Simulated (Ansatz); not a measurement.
**How far PBE and r2SCAN part for TiSi2, isotropic strain +0.86 %**

Consider TiSi₂ (space group Fddd, No. 70; a = 4.806 Å, b = 8.265 Å, c = 8.565 Å).

(Cell as relaxed with PBE.)

Levels (all Ansatz, a program for electronic structure, PAW, earlier PAW set): PBE (420 eV, no spin-orbit coupling); r2SCAN (500 eV, no spin-orbit coupling).

Each level relaxes its own structure.

```csv
base,PBE,r2SCAN
volume per atom,14.18 Å³,13.97 Å³
band gap,zero,zero
```

Perturbation: every lattice vector is stretched by 0.86 %, atoms relaxed at fixed cell.

| quantity | PBE | r2SCAN |
|---|---|---|
| pressure (mean of the normal stresses, compression positive) | -3.5 GPa | … |
| energy relative to the base (free energy F) | +4.1 meV/atom | … |
| band gap | zero | … |

**Question.** Given the PBE results, estimate those of r2SCAN.

**Answer.** 
- pressure (mean of the normal stresses, compression positive), r2SCAN: -3.7 GPa
- energy relative to the base (free energy F), r2SCAN: +4.3 meV/atom
- band gap, r2SCAN: zero

PBE's pressure lies 0.2 GPa above r2SCAN's; the two agree on the band gap. Neither level is exact; r2SCAN is the comparison here, not a measurement.

Stability against distortions was not tested. All final runs are without spin polarisation.
